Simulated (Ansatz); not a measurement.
For Ta₂Si (model structure, started from the Fe2P type, P-62m, No. 189, 9 atoms in the cell), PBE in Ansatz (plane waves, PAW) gives:

```
Quantity                     Value
------------------  --------------
lattice constant a         7.081 Å
c axis length              3.405 Å
formation enthalpy  -0.435 eV/atom
```

### Question
What does PBE-D3(BJ) (Ansatz, a first-principles code, PAW) give for the same quantities?

### Answer

- lattice constant a: 7.019 Å (decreases by 0.9 %)
- lattice parameter c: 3.364 Å (shrinks by 1.2 %)
- formation enthalpy: -0.499 eV/atom (moves by -0.064 eV/atom)

Changes are worked out from the printed values.

Unless a cell is named, each level is at its own relaxed cell (PBE 16.42, PBE-D3(BJ) 15.95 Å³/atom).

Levels without +SOC leave out spin–orbit coupling, which shifts energies and cells of such heavy elements.

Ansatz's density-functional and Hartree–Fock values are scalar-relativistic unless marked +SOC, with PAW data made under PBE.

A model structure was made by putting elements into a prototype or built by hand; it is no filed structure, need not be a known phase, and can be a saddle point held by its symmetry.
